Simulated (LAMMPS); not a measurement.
Atomistic model of a straight 1/2<110> 60° mixed dislocation in Si (diamond structure), in a cylinder of radius 90 Å (4892 atoms, line period 3.84 Å) whose rim holds the anisotropic elastic field, started compact, atoms shaken at the start, in the glide set.

All values are model results, not measurements: classical force field (static), pair style tersoff/mod, file Si.tersoff.mod (LAMMPS).

Burgers vector length 3.839 Å; C11, C12, C44 = 166, 65, 77 GPa.

```
Item                                                                                                             Result
------------------------------------------------------------------------------  ---------------------------------------
energy factor K of E = K b²/(4π) ln(r/b) + E_core, from anisotropic elasticity                                 79.1 GPa
core energy at radius b                                                                                       0.47 eV/Å
cost                                                                            about 2.6 core-minutes (a rough figure)
```

Potential: file Si.tersoff.mod of the LAMMPS distribution; its header cites Kumagai, Izumi, Hara and Sakai, Comp Mat Sci, 39, 457 (2007).

Caution: a held rim pushes back on a moving core: stresses under about 20 MPa are upper bounds. Caution: potentials that reach first neighbours alone give the stacking fault next to no energy, so partial spacings and core energies hang on the start. Caution: a line period of one Burgers vector keeps the cores from the reconstructions that double the period.

| r (Å) | energy within r (eV/Å) |
|---|---|
| 3.000 | 0.3757 |
| 3.430 | 0.4314 |
| 3.930 | 0.6282 |
| 4.490 | 0.6597 |
| 5.140 | 0.6597 |
| 5.870 | 0.7503 |
| 6.720 | 0.8478 |
| 7.690 | 0.9214 |
| 8.790 | 0.9736 |
| 10.06 | 1.07 |
| 11.50 | 1.12 |
| 13.16 | 1.21 |
| 15.05 | 1.27 |
| 17.21 | 1.36 |
| 19.69 | 1.43 |
| 22.52 | 1.51 |
| 25.76 | 1.58 |
| 29.47 | 1.66 |
| 33.71 | 1.73 |
| 38.55 | 1.81 |
| 44.10 | 1.89 |
| 50.44 | 1.97 |
| 57.70 | 2.04 |
| 66.00 | 2.12 |
